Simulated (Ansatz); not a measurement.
# Tl under a change: uniaxial strain ε_xx = +1.00 %

Base system: Tl in the hcp (Mg type) structure (space group P6_3/mmc, No. 194; a = 3.4761 Å, c = 5.4715 Å; relaxed with 0.1 eV smearing). Axes: x lies along a and z along c of the hexagonal cell.

Perturbation: the cell is stretched by 1.00 % along x with no lateral relaxation, atoms relaxed at fixed cell.

All numbers come from Ansatz (a quantum-chemistry and plane-wave program) PBEsol, no spin-orbit coupling. Γ-centred 19×19×11 mesh, Fermi–Dirac width 0.1 eV.

```json
[
 {"quantity": "volume per atom", "base": "28.63 Å³", "changed": "28.91 Å³", "shift": "+0.286 Å³"},
 {"quantity": "shortest interatomic distance", "base": "339.3 pm", "changed": "339.6 pm", "shift": "+0.3 pm"},
 {"quantity": "energy relative to the base (free energy F)", "base": "0 meV/atom", "changed": "+0.3 meV/atom", "shift": "+0.3 meV/atom"},
 {"quantity": "pressure (mean of the normal stresses, compression positive)", "base": "0.0 GPa", "changed": "-0.3 GPa", "shift": "-0.3 GPa"},
 {"quantity": "band gap", "base": "zero", "changed": "zero", "shift": "–"},
 {"quantity": "largest internal atomic displacement", "base": "–", "changed": "0.011 Å", "shift": "–"},
 {"quantity": "stress (xx, yy, zz, yz, xz, xy; compression positive)", "base": "–", "changed": "(-0.4, -0.3, -0.3, 0.0, 0.0, 0.0) GPa", "shift": "–"}
]
```

Final structure:

```yaml
crystal:
  lattice:
    - [3.51082, 0.00000, 0.00000]
    - [-1.75541, 3.01036, 0.00000]
    - [0.00000, 0.00000, 5.47151]
  atoms:
    - { symbol: Tl, position: [0.66846, 0.33693, 0.75000] }
    - { symbol: Tl, position: [0.33154, 0.66307, 0.25000] }
```

Cost of the whole job for the changed cell (relaxation, final SCF and bands): around 100 core-seconds (rough).

No phonon test of stability was made.
